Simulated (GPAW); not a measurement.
Band structure of CuRu3 (I4/mmm, 4 atoms in the cell).

```yaml
crystal:
  lattice:
    - [-1.86921, 1.86921, 3.94628]
    - [1.86921, -1.86921, 3.94628]
    - [1.86921, 1.86921, -3.94628]
  atoms:
    - { symbol: Cu, position: [0.00000, 0.00000, 0.00000] }
    - { symbol: Ru, position: [0.75000, 0.25000, 0.50000] }
    - { symbol: Ru, position: [0.25000, 0.75000, 0.50000] }
    - { symbol: Ru, position: [0.50000, 0.50000, 0.00000] }
```

Computed with PBEsol, GPAW PAW datasets PBEsol (made by gpaw-setup) (plane waves; GPAW).

Settings: mode = pw; ecut = 800 eV; xc = PBEsol; kpts = 8 8 8; mesh shift (steps) = 0 0 0; occupations.name = methfessel-paxton; occupations.width = 0.1 eV; occupations.order = 0; nbands = -10; convergence.forces = 0.001 eV/Å; symmetry.symmorphic = false; symmetry.tolerance = 0.0005; maxiter = 100; bandpath_npoints = 40.

The starting cell comes from a database of computed structures (which also holds hypothetical and non-ambient phases and stackings), without a prior relaxation at this level. Its lattice was rescaled by a random factor within 2.5 % of one. Spin polarisation is off.

Levels in eV from the Fermi level, bands 26 to 33:
```tsv
point	26	27	28	29	30	31	32	33
Γ	-1.11	-0.46	-0.20	0.22	1.13	1.13	1.22	2.20
X	-1.51	-1.00	0.12	0.18	0.30	0.33	0.72	1.25
Y	-1.32	-1.04	-0.66	-0.37	-0.11	0.79	0.93	1.18
S	-1.00	-0.92	-0.76	-0.65	-0.30	0.02	0.04	1.32
Z	-0.31	-0.31	0.05	0.25	1.09	1.36	1.36	1.72
S1	-1.00	-0.92	-0.76	-0.65	-0.30	0.02	0.04	1.32
N	-1.67	-0.97	-0.71	-0.61	-0.56	-0.38	-0.07	1.26
P	-1.56	-1.56	-1.52	-0.14	-0.14	0.32	1.17	1.56
Y1	-1.32	-1.04	-0.66	-0.37	-0.11	0.79	0.93	1.18
```

Bands cross the Fermi level along this path, so the cell is metallic at this level.
